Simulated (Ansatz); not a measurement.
An Ansatz (a first-principles code) input for (Hf,Zr,Si)OO alloy cell Hf3Zr2O16Si3 (polar orthorhombic (Pca2_1) start):

Ansatz 0.2 input:
```yaml
crystal:
  lattice:
    - [-0.536859223, 4.606942694, 4.935474706]
    - [-0.145549931, -4.873960135, 5.206051758]
    - [5.830731393, -4.944700208, -0.209583073]
  atoms:
    - { symbol: Hf, position: [0.208357418, 0.982633804, 0.032335883] }
    - { symbol: Hf, position: [0.714943066, 0.441946792, 0.043973014] }
    - { symbol: Zr, position: [0.137124364, 0.555147335, 0.903575743] }
    - { symbol: Si, position: [0.671808869, 0.004407574, 0.965869649] }
    - { symbol: Si, position: [0.681265674, 0.041246705, 0.385982602] }
    - { symbol: Hf, position: [0.221782129, 0.50313855, 0.447108284] }
    - { symbol: Si, position: [0.769439438, 0.382876977, 0.525134365] }
    - { symbol: Zr, position: [0.285958133, 0.947388638, 0.556784063] }
    - { symbol: O, position: [0.39316647, 1.014403542, 0.338439479] }
    - { symbol: O, position: [0.863322844, 0.484579434, 0.357192992] }
    - { symbol: O, position: [0.328032145, 0.612942593, 0.690773693] }
    - { symbol: O, position: [0.769355306, 0.130125313, 0.599482807] }
    - { symbol: O, position: [0.502773391, 0.326307196, 0.148407957] }
    - { symbol: O, position: [0.011549903, 0.852144695, 0.166209347] }
    - { symbol: O, position: [0.031291232, 0.318736166, 0.792630408] }
    - { symbol: O, position: [0.636044959, 0.799964824, 0.892648331] }
    - { symbol: O, position: [0.831413258, 0.769327067, 0.593994679] }
    - { symbol: O, position: [0.364742285, 0.169110167, 0.67203034] }
    - { symbol: O, position: [0.923645356, 0.094951287, 0.368319477] }
    - { symbol: O, position: [0.499120907, 0.546034941, 0.414428521] }
    - { symbol: O, position: [0.245731924, 0.807443366, 0.902993873] }
    - { symbol: O, position: [0.721876332, 0.245097992, 0.91382416] }
    - { symbol: O, position: [0.570411994, 0.97333316, 0.13519479] }
    - { symbol: O, position: [0.068842546, 0.448712291, 0.152665118] }
basis:
  ecutwfc: 420
  ecutrho_ratio: 4
  xc_grid: 2
kpoints:
  mp_grid: { grid: [4, 4, 4] }
hamiltonian:
  xc: pbe
  dispersion: none
  pseudopotentials: { kind: paw }
scf:
  n_extra_bands: 34
  occupations: { method: fermi_dirac, width: 0.01 }
output:
  eigenstates:
    kpoints:
      - [0.0, 0.0, 0.0]
      - [0.0, 0.0, -0.5]
      - [-0.5, -0.5, -0.5]
      - [-0.5, -0.5, 0.0]
    e_range: [-5, 6]
    localisation: true
  eigenvalues: true
magnetization:
  noncollinear: true
  spin_orbit: true
```

All values below come from PBE with spin-orbit coupling (plane waves to 420 eV, PAW; Ansatz).  Its k-point mesh 4×4×4, Fermi–Dirac width 0.01 eV.

Q: Write the closing report of this run, without the band table and long remarks, to eight decimals at most.

A: 
```
SCF converged after 13 iterations
Magnetization: |M| = 0.0000 μB,  M = (+0.0000, +0.0000, +0.0000) μB
Absolute magnetization: 0.0000 μB (∫|m|)
  site 0: m = (+0.0000, +0.0000, +0.0000) μB, |m| = 0.0000 μB  (R = 0.81 Å)
  site 1: m = (+0.0000, +0.0000, +0.0000) μB, |m| = 0.0000 μB  (R = 0.84 Å)
  site 2: m = (+0.0000, +0.0000, +0.0000) μB, |m| = 0.0000 μB  (R = 0.80 Å)
  site 3: m = (+0.0000, +0.0000, +0.0000) μB, |m| = 0.0000 μB  (R = 0.70 Å)
  site 4: m = (+0.0000, +0.0000, +0.0000) μB, |m| = 0.0000 μB  (R = 0.70 Å)
  site 5: m = (+0.0000, +0.0000, +0.0000) μB, |m| = 0.0000 μB  (R = 0.84 Å)
  site 6: m = (+0.0000, +0.0000, +0.0000) μB, |m| = 0.0000 μB  (R = 0.68 Å)
  site 7: m = (+0.0000, +0.0000, +0.0000) μB, |m| = 0.0000 μB  (R = 0.82 Å)
  site 8: m = (+0.0000, +0.0000, +0.0000) μB, |m| = 0.0000 μB  (R = 0.75 Å)
  site 9: m = (+0.0000, +0.0000, +0.0000) μB, |m| = 0.0000 μB  (R = 0.68 Å)
  site 10: m = (+0.0000, +0.0000, +0.0000) μB, |m| = 0.0000 μB  (R = 0.87 Å)
  site 11: m = (+0.0000, +0.0000, +0.0000) μB, |m| = 0.0000 μB  (R = 0.68 Å)
  site 12: m = (+0.0000, +0.0000, +0.0000) μB, |m| = 0.0000 μB  (R = 0.75 Å)
  site 13: m = (+0.0000, +0.0000, +0.0000) μB, |m| = 0.0000 μB  (R = 0.77 Å)
  site 14: m = (+0.0000, +0.0000, +0.0000) μB, |m| = 0.0000 μB  (R = 0.70 Å)
  site 15: m = (+0.0000, +0.0000, +0.0000) μB, |m| = 0.0000 μB  (R = 0.72 Å)
  site 16: m = (+0.0000, +0.0000, +0.0000) μB, |m| = 0.0000 μB  (R = 0.70 Å)
  site 17: m = (+0.0000, +0.0000, +0.0000) μB, |m| = 0.0000 μB  (R = 0.76 Å)
  site 18: m = (+0.0000, +0.0000, +0.0000) μB, |m| = 0.0000 μB  (R = 0.73 Å)
  site 19: m = (+0.0000, +0.0000, +0.0000) μB, |m| = 0.0000 μB  (R = 0.68 Å)
  site 20: m = (+0.0000, +0.0000, +0.0000) μB, |m| = 0.0000 μB  (R = 0.81 Å)
  site 21: m = (+0.0000, +0.0000, +0.0000) μB, |m| = 0.0000 μB  (R = 0.70 Å)
  site 22: m = (+0.0000, +0.0000, +0.0000) μB, |m| = 0.0000 μB  (R = 0.70 Å)
  site 23: m = (+0.0000, +0.0000, +0.0000) μB, |m| = 0.0000 μB  (R = 0.85 Å)
Free energy (F): -66608.796505 eV
Harris-Foulkes:  -66608.796505 eV  (|F-HF|=5.36e-8)
Internal energy: -66608.796505 eV  (E = F + TS)
E sigma→0 (E₀):  -66608.796505 eV
Fermi energy:    12.299442 eV
--- Per-component energies (eV) ---
  E_band       = -522.348768
  E_kinetic    = 4889.603900
  E_local      = -26654.678870  (includes V_loc(G=0)·N_el)
  E_nonlocal   = -2746.681303
  E_hartree    = 11645.271654
  E_xc         = -2576.415136
  E_vxc        = -2838.013331  (∫ρ·V_xc dr)
  E_paw        = -30814.851886  (= ΣΔE_a)
  E_vpaw       = 3536.836279  (= ΣTr[D̂ρ^β])
  E_aug_tail   = 0.039946  (compensation charges beyond the density's cutoff)
  E_ewald      = -20351.084810
  E_smearing   = 0.000000  (= −TS)
  E_closure    = 0.000000  (closes the sum)
  Σ components = -66608.796505   (vs F -66608.796505, Δ=0.00e0)
```

Cost: very roughly 19 core-minutes.
